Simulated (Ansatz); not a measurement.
Take Ca2Si (space group Fm-3m, No. 225; a = 7.160 Å; a model cell, its experimental status unchecked) as the base. Axes: x, y, z lie along the cube axes.

Level of theory: plane-wave PAW DFT at the r2SCAN level (Ansatz, a program for electronic structure, 500 eV), scalar-relativistic without spin-orbit coupling.

A first run, uniaxial strain ε_xx = +1.15 %, gives secant values C11 ≈ 87 GPa and C12 ≈ 14 GPa from its stress. A second run applies isotropic strain −1.98 %.

Q: What does linear elasticity predict for the bulk modulus −ΔP/(ΔV/V₀) in the second run, and what does the run give?

A: Linear elasticity: (C11 + 2 C12)/3 = 38 GPa. The run gives 45 GPa; any difference comes from nonlinear terms at these strains and numerical noise.

Whether these cells are dynamically stable was not tested.
